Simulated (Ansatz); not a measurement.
Results of r²SCAN+rVV10 in Ansatz (plane waves, PAW) for Si3N4 (P6₃/m, No. 176).

Settings: plane-wave cutoff 500 eV, 6×6×14 k mesh (along the axes of the cell as run), Fermi–Dirac smearing 0.05 eV, scalar-relativistic PAW data made under PBE.

Cell (relaxed at this level):

Space group P6₃/m (No. 176); a = 7.5971 Å, b = 7.5971 Å, c = 2.9033 Å, α = 90.00°, β = 90.00°, γ = 120.00°

```
atom  site  symmetry       x       y       z
----  ----  --------  ------  ------  ------
Si      6h       m..  0.4061  0.2310  0.2500
N       2d      -6..  0.6667  0.3333  0.2500
N       6h       m..  0.0309  0.3303  0.2500
```

Task: Give the computed band gap.

Result: 
- band gap = 4.97 eV (on the SCF k mesh)

Static lattice: no zero-point or thermal effects.

Ansatz is a first-principles code.
